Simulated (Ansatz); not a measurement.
The parent structure is Sn in the diamond structure (space group Fd-3m, No. 227; a = 6.566 Å).

Method: r2SCAN/PAW in Ansatz (an electronic-structure program), scalar-relativistic without spin-orbit coupling.

For the base:

* **Band gap**: zero
* **Pressure**: 0.0 GPa

The change: an isotropic linear strain of −2.50 %; the atoms relax in the strained cell.

### Question
What happens to the band gap and pressure?

### Answer
The band gap remains zero; the pressure goes from zero to 3.9 GPa.

No phonon test of stability was made.
